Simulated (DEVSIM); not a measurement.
Device: Cr/HfO2/SiO2/n-Si capacitor, at 250 K.

Layer 1 from the left is HfO2, thickness (nm) 9.00. Layer 2 from the left is SiO2, thickness (nm) 1.00. Layer 3 from the left is Si, thickness (nm) 340, Nd (cm⁻³) 2.9e18.

Metal gate on the left, work function 4.5 eV. Fixed charge at the semiconductor interface -5.1e11 cm⁻² (in units of +e); interface traps 1e10 cm⁻² eV⁻¹, uniform in energy, neutral level at 0.7 of the gap above the valence band.

This is a model device: material constants are rounded textbook-type values typed into the input, and sizes, dopings and lifetimes were drawn at random. Values at 300 K; Nc and Nv go as T^1.5, mobilities as T to minus their exponent, the gap by Varshni's rule with the affinity fixed.

HfO2: gap (eV) 5.7, affinity (eV) 2.5, permittivity 22. SiO2: gap (eV) 9, affinity (eV) 0.9, permittivity 3.9. Si: gap (eV) 1.124, affinity (eV) 4.05, permittivity 11.7, Nc (cm⁻³) 2.86e19, Nv (cm⁻³) 3.1e19, Varshni α (eV/K) 0.000473, Varshni β (K) 636.

DEVSIM, 1D Poisson equation in equilibrium, Boltzmann statistics, complete ionisation; no quantum confinement or tunnelling. Metal contacts follow the ideal Schottky-Mott rule: no Fermi-level pinning, no interface dipoles.

### Question
What does the simulation give for the minimum of the low-frequency capacitance, the flat-band voltage?

### Answer
minimum of the low-frequency capacitance 0.372 μF/cm²; flat-band voltage 0.47 V.
